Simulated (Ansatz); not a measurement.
## PBE against r2SCAN: ScAl3, isotropic strain +4.86 %

The parent structure is ScAl₃ in the Cu3Au type structure (space group Pm-3m, No. 221; a = 4.107 Å; relaxed with 0.1 eV smearing).

(Cell as relaxed with PBE.)

Levels (all Ansatz, a program for electronic structure, PAW, earlier PAW set): PBE (420 eV, no spin-orbit coupling); r2SCAN (500 eV, no spin-orbit coupling).

Each level relaxes its own structure.

```
base                      PBE    r2SCAN
-------------------  --------  --------
volume per atom      17.31 Å³  17.07 Å³
lattice parameter a   4.107 Å   4.087 Å
band gap                 zero      zero
```

Now apply this change: the cell is scaled by 1.0486 in all directions; the atoms relax in the strained cell.

```csv
quantity,PBE,r2SCAN
energy relative to the base (free energy F),+85 meV/atom,+92 meV/atom
pressure,-9.1 GPa,-9.9 GPa
band gap,zero,zero
```

PBE's energy relative to the base lies 6.5 meV/atom below r2SCAN's; PBE's pressure lies 0.86 GPa above r2SCAN's; the two agree on the band gap. Neither level is exact; r2SCAN is the comparison here, not a measurement.

Whether these cells are dynamically stable was not tested. All final runs are without spin polarisation.
